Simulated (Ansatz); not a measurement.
Input and output of a self-consistent single point for the (001) slab of Y2Ge (cut from a parent of space group no. 194; 24 atoms in the cell) (Ansatz, a quantum-chemistry and plane-wave program).

Method of the run: PBEsol, default PAW files made with PBE (plane waves; Ansatz).

The change in words: 2 x 1 x 1 supercell, mesh divided and rounded up; kpoints.mp_grid.grid: 5 5 1 → 3 5 1. Reference geometry:
```xyz
12
Lattice="4.9789 0.0000 0.0000 -2.4894 4.3118 0.0000 0.0000 0.0000 22.8893" Properties=species:S:1:pos:R:3 pbc="T T T"
Y      0.0000     0.0000    10.6668
Y      0.0000     0.0000     7.5556
Y      0.0000     2.8746     9.1112
Y      2.4894     1.4373     6.0000
Y      0.0000     0.0000    16.8893
Y      0.0000     0.0000    13.7780
Y      0.0000     2.8746    15.3337
Y      2.4894     1.4373    12.2224
Ge     0.0000     2.8746     6.0000
Ge     2.4894     1.4373     9.1112
Ge     0.0000     2.8746    12.2224
Ge     2.4894     1.4373    15.3337
```

Reference input (self-consistent single point, DFT, PBEsol, plane waves, default PAW files made with PBE): basis.ecutwfc = 420 eV; kpoints.mp_grid.grid = 5 5 1; hamiltonian.xc = pbesol; hamiltonian.pseudopotentials = {kind: paw} (the program's default PAW files); scf.occupations.method = cold; scf.occupations.width = 0.2 eV. This run's input differs from it in these lines:

Ansatz 0.2 input:
```diff
@@ -2,3 +2,3 @@
   lattice:
-    - [4.978879, 0.000000, 0.000000]
+    - [9.957758, 0.000000, 0.000000]
     - [-2.489440, 4.311835, 0.000000]
@@ -7,13 +7,25 @@
     - { symbol: Y, position: [0.000000, 0.000000, 0.466017] }
+    - { symbol: Y, position: [0.500000, 0.000000, 0.466017] }
     - { symbol: Y, position: [0.000000, 0.000000, 0.330093] }
-    - { symbol: Y, position: [0.333333, 0.666667, 0.398055] }
-    - { symbol: Y, position: [0.666667, 0.333333, 0.262131] }
+    - { symbol: Y, position: [0.500000, 0.000000, 0.330093] }
+    - { symbol: Y, position: [0.166666, 0.666667, 0.398055] }
+    - { symbol: Y, position: [0.666666, 0.666667, 0.398055] }
+    - { symbol: Y, position: [0.333334, 0.333333, 0.262131] }
+    - { symbol: Y, position: [0.833334, 0.333333, 0.262131] }
     - { symbol: Y, position: [0.000000, 0.000000, 0.737869] }
+    - { symbol: Y, position: [0.500000, 0.000000, 0.737869] }
     - { symbol: Y, position: [0.000000, 0.000000, 0.601941] }
-    - { symbol: Y, position: [0.333333, 0.666667, 0.669907] }
-    - { symbol: Y, position: [0.666667, 0.333333, 0.533979] }
-    - { symbol: Ge, position: [0.333333, 0.666667, 0.262131] }
-    - { symbol: Ge, position: [0.666667, 0.333333, 0.398055] }
-    - { symbol: Ge, position: [0.333333, 0.666667, 0.533979] }
-    - { symbol: Ge, position: [0.666667, 0.333333, 0.669907] }
+    - { symbol: Y, position: [0.500000, 0.000000, 0.601941] }
+    - { symbol: Y, position: [0.166666, 0.666667, 0.669907] }
+    - { symbol: Y, position: [0.666666, 0.666667, 0.669907] }
+    - { symbol: Y, position: [0.333334, 0.333333, 0.533979] }
+    - { symbol: Y, position: [0.833334, 0.333333, 0.533979] }
+    - { symbol: Ge, position: [0.166666, 0.666667, 0.262131] }
+    - { symbol: Ge, position: [0.666666, 0.666667, 0.262131] }
+    - { symbol: Ge, position: [0.333334, 0.333333, 0.398055] }
+    - { symbol: Ge, position: [0.833334, 0.333333, 0.398055] }
+    - { symbol: Ge, position: [0.166666, 0.666667, 0.533979] }
+    - { symbol: Ge, position: [0.666666, 0.666667, 0.533979] }
+    - { symbol: Ge, position: [0.333334, 0.333333, 0.669907] }
+    - { symbol: Ge, position: [0.833334, 0.333333, 0.669907] }
 basis:
@@ -21,3 +33,3 @@
 kpoints:
-  mp_grid: { grid: [5, 5, 1] }
+  mp_grid: { grid: [3, 5, 1] }
 hamiltonian:
```

Log, with long lists cut:

```
SCF iter   1: F=—  HF=-94757.262370 eV  |F-HF|=—  |Δ(HF+E_count)|=         —  Δρ=7.15e-3  dr2=2.12e1  ethr=1.77e-3  ⟨swp⟩=8.9  Hψ=6461  notcnv=0
all-band conjugate gradients solve this SCF's bands
preconditioner: auto → LDOS
SCF iter   2: F=—  HF=-94756.922823 eV  |F-HF|=—  |Δ(HF+E_count)|=   3.40e-1  S|Δr|=    0.00e0  Δρ=2.35e-3  dr2=3.67e-1  ethr=1.77e-3  ⟨swp⟩=1.1  Hψ=1593  notcnv=0  defer=9
   [... lines left out ...]
SCF iter   9: F=—  HF=-94756.910760 eV  |F-HF|=—  |Δ(HF+E_count)|=   1.45e-6  S|Δr|=    0.00e0  Δρ=8.04e-6  dr2=1.63e-6  ethr=3.53e-9  ⟨swp⟩=2.0  Hψ=2326  notcnv=0  defer=5
SCF iter  10: F=—  HF=-94756.910760 eV  |F-HF|=—  |Δ(HF+E_count)|=   6.81e-8  S|Δr|=    0.00e0  Δρ=4.27e-6  dr2=4.49e-7  ethr=5.67e-10  ⟨swp⟩=2.0  Hψ=2337  notcnv=0  defer=5
SCF iter  11: F=-94756.910760 eV  HF=-94756.910760 eV  |F-HF|=3.93e-8  |Δ(HF+E_count)|=   3.87e-8  S|Δr|=    0.00e0  Δρ=1.77e-6  dr2=5.81e-8  ethr=3.47e-11  ⟨swp⟩=20.6  Hψ=6825  notcnv=0
SCF 1 converged in 11 iterations: F = -94756.910760 eV  dr2 = 5.81e-8
Stability not checked (fill_not_monotonic)
Free energy (F): -94756.910760 eV
Internal energy: -94756.822993 eV  (E = F + TS)
E sigma→0 (E₀):  -94756.881504 eV
Entropy (-TS):   -0.087767 eV (-3.657 meV/atom)
Fermi energy:    5.523998 eV
--- Forces (eV/Å), atoms counted from 1 ---
  atom   1  Y     -0.00095869     0.00449272    -0.04300070
  atom   2  Y     -0.00095869     0.00449272    -0.04300070
  atom   3  Y     -0.00205256     0.00269695    -0.52791133
  atom   4  Y     -0.00205256     0.00269695    -0.52791133
   [... lines left out ...]
  atom  24  Ge    -0.00382458     0.00741272     0.13415504
--- Stress (GPa, compression-positive) ---
        0.827659       0.009752      -0.005932
        0.009752       0.804797      -0.002452
       -0.005932      -0.002452       1.537274
  P = ⅓ Tr σ = 1.0566 GPa (10.566 kbar)
  The stress holds the Pulay correction. Without it, at fixed plane waves, as pw.x and ABINIT print it: P = 1.0508 GPa
```

The run converged in 11 iterations. Against the reference run the free energy rises by 1.2 meV/atom and the largest force goes from 0.978 to 0.989 eV/Å.

The starting cell was generated: these elements placed on a structure prototype, without a prior relaxation; it need not be a known phase or ordering of this composition. The slab is cut from that crystal, and its faces are unrelaxed. Its lattice was rescaled in the plane by a random factor within 2.5 % of one. Spin polarisation is off, though cut faces can carry moments; the slab shows no gap. The two faces of this cut differ, and no dipole correction was used.

The mesh has a lower symmetry than the crystal, so small forces and shears that the space group forbids can appear.

Cost on one core of a shared machine: roughly 2 min.
